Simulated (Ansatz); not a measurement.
Base system: Os in the hcp (Mg type) structure (space group P6_3/mmc, No. 194; a = 2.754 Å, c = 4.347 Å; relaxed with 0.1 eV smearing). Axes: x lies along a and z along c of the hexagonal cell.

All numbers come from PBE, PAW, 420 eV (Ansatz, a quantum-chemistry and plane-wave program; without spin-orbit coupling).

Before the change:

| Quantity | Value |
|---|---|
| Shortest interatomic distance | 2.693 Å |
| Pressure | 0.0 GPa |

It is then changed as follows: compressive biaxial strain of 0.50 % in the plane normal to [001], as in epitaxy on a mismatched substrate; the out-of-plane cell vector and the atoms relax.

Problem. Predict the new out-of-plane strain.

Solution. The out-of-plane strain amounts to +0.27 %.

Problem. Estimate the effect on the shortest interatomic distance.

Solution. The shortest interatomic distance remains 2.693 Å.

Problem. What does the calculation give for the pressure after the change?

Solution. The pressure (mean of the normal stresses, compression positive) goes from zero to 2.9 GPa.

Stability against distortions was not tested. The final runs are not spin-polarised.
